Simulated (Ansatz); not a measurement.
**What isotropic strain −0.46 % does to InRh**

Start from InRh in the CsCl type structure (space group Pm-3m, No. 221; a = 3.190 Å; relaxed with 0.1 eV smearing).

The change: every lattice vector is shortened by 0.46 %, atoms relaxed at fixed cell.

Calculations: plane-wave PAW DFT at the PBEsol level (Ansatz, an electronic-structure program, 420 eV), no spin-orbit coupling. k-mesh 18×18×18 (Γ-centred); smearing 0.1 eV (Fermi–Dirac).

The volume per atom drops by 0.22 Å³ (16.22 Å³ → 16.00 Å³) and the space group stays Pm-3m (No. 221). The shortest interatomic distance falls by 1.27 pm (276.2 pm → 275.0 pm) and the energy goes up by 1.7 meV/atom. The pressure goes from zero to 2.5 GPa and the band gap remains zero.

Cost of the whole job for the changed cell (relaxation, final SCF and bands): about 13 core-seconds (a rough figure).

Stability against distortions was not tested. All final runs are without spin polarisation.
